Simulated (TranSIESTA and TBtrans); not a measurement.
Run with TranSIESTA and TBtrans (open boundaries, self-consistent; PseudoDojo norm-conserving potentials, scalar-relativistic): PAO.BasisSize DZP, PAO.EnergyShift 0.15 eV, XC.Authors PBE, Mesh.Cutoff 200 Ry, ElectronicTemperature 300 K, TS.Voltage 0.0 eV, TBT.Elecs.Eta 0.001 eV, no spin polarisation.

Device: Sn chain with one C atom inserted. Leads: straight Sn chain, spacing 2.915 Å. Geometry: 3 atoms about the centre moved by SIESTA (PBE, DZP) to a largest force of 0.01 eV/Å, all others as built, motion along the axis alone.

**Question.** Predict: conductance at 300 K (G0 = 2e²/h); mean T from −0.5 to 0.5 eV.

**Answer.** conductance at 300 K (G0 = 2e²/h): 1.89; mean T from −0.5 to 0.5 eV: 1.75. The straight chain is held at its spacing; free chains may zigzag or dimerise. No spin-polarised start was tried, so a magnetic state, if there is one, is missed.
